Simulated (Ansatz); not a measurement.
Pressure series in C

Take C in the diamond structure (space group Fd-3m, No. 227; a = 3.572 Å) as the base.

Cell and atoms are relaxed at each pressure.

Calculations: plane-wave PAW DFT at the PBE level (Ansatz, a quantum-chemistry and plane-wave program, 420 eV), no spin-orbit coupling.

```json
[
 {"case": "base", "band gap": "4.13 eV", "smallest direct gap": "5.58 eV", "width of the top valence band": "8.29 eV", "volume per atom": "5.69 Å³"},
 {"case": "pressure −2 GPa", "band gap": "4.12 eV", "smallest direct gap": "___", "width of the top valence band": "___", "volume per atom": "___"},
 {"case": "pressure −1 GPa", "band gap": "4.12 eV", "smallest direct gap": "5.58 eV", "width of the top valence band": "8.27 eV", "volume per atom": "5.71 Å³"},
 {"case": "pressure 0.9 GPa", "band gap": "4.13 eV", "smallest direct gap": "5.59 eV", "width of the top valence band": "8.31 eV", "volume per atom": "5.68 Å³"},
 {"case": "pressure 2.1 GPa", "band gap": "4.14 eV", "smallest direct gap": "5.60 eV", "width of the top valence band": "8.33 eV", "volume per atom": "5.67 Å³"},
 {"case": "pressure 4.5 GPa", "band gap": "4.15 eV", "smallest direct gap": "5.61 eV", "width of the top valence band": "8.38 eV", "volume per atom": "5.64 Å³"},
 {"case": "pressure 9 GPa", "band gap": "4.17 eV", "smallest direct gap": "5.64 eV", "width of the top valence band": "8.46 eV", "volume per atom": "5.58 Å³"},
 {"case": "pressure 15 GPa", "band gap": "4.20 eV", "smallest direct gap": "5.67 eV", "width of the top valence band": "8.58 eV", "volume per atom": "5.51 Å³"},
 {"case": "pressure 22.5 GPa", "band gap": "4.24 eV", "smallest direct gap": "5.72 eV", "width of the top valence band": "8.71 eV", "volume per atom": "5.43 Å³"},
 {"case": "pressure 30 GPa", "band gap": "4.27 eV", "smallest direct gap": "5.76 eV", "width of the top valence band": "8.84 eV", "volume per atom": "5.35 Å³"}
]
```

Problem. Some entries are withheld; estimate them.

Solution. 
- pressure −2 GPa, smallest direct gap: 5.57 eV
- pressure −2 GPa, width of the top valence band: 8.25 eV
- pressure −2 GPa, volume per atom: 5.72 Å³

Load acts through the strain it causes; cell and atoms are relaxed under it. No phonon test of stability was made. No other phases were tried under pressure.
